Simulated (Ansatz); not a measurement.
Consider MgTe in the wurtzite structure (space group P6_3mc, No. 186; a = 4.5089 Å, c = 7.3377 Å). Axes: x lies along a and z along c of the hexagonal cell.

Method: LDA/PAW in Ansatz (an electronic-structure program), no spin-orbit coupling.

It is then changed as follows: uniaxial strain ε_zz = −3.00 %, all other strain components held at zero, atoms relaxed at fixed cell.

Predict the stress tensor and what it implies for the stiffness.

Stress of the strained cell less that of the base (GPa, compression positive):
```
   0.93    0.00    0.00
   0.00    0.93    0.00
   0.00    0.00    1.83
```

Then −Δσ_ii/ε with ε = -0.0300 gives secant stiffness values (nonlinear terms included at this strain): C33 ≈ 61 GPa, C13 ≈ 31 GPa and C23 ≈ 31 GPa.

As a check, the harmonic strain energy −½ V₀ Δσ:ε is 5.5 meV/atom; the computed energy rise is 5.5 meV/atom.

Whether these cells are dynamically stable was not tested.
